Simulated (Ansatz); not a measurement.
Take MgO in the rock salt structure (space group Fm-3m, No. 225; a = 4.214 Å) as the base. Axes: x, y, z lie along the cube axes.

The change: biaxial strain +2.76 %, plane normal [001], relaxed out of plane (Cartesian); in-plane vectors clamped, the third vector and the atoms free.

Levels (all Ansatz, a program for electronic structure, PAW): PBEsol (420 eV, no SOC); r2SCAN (500 eV, spin-orbit coupling left out).

The geometry is relaxed with PBEsol.

| Item | Result |
|---|---|
| PBEsol electron mass | 0.35 mₑ out of plane, 0.32 mₑ in plane (at Γ) |
| PBEsol band gap | 4.22 eV |
| PBEsol gap character | direct at Γ |

With r2SCAN at the same geometry, the electron mass becomes 0.37 mₑ out of plane, 0.34 mₑ in plane (at Γ) (PBEsol: 0.35 mₑ out of plane, 0.32 mₑ in plane (at Γ)); the band gap increases by 0.97 eV to 5.19 eV; the gap character stays direct at Γ.

Single points use the geometry relaxed with PBEsol. Effective masses come from finite differences of ±0.01 Å⁻¹. No phonon test of stability was made. The base started in Pnma and relaxed to Fm-3m at this level. k-point labels follow each cell's own Brillouin zone.
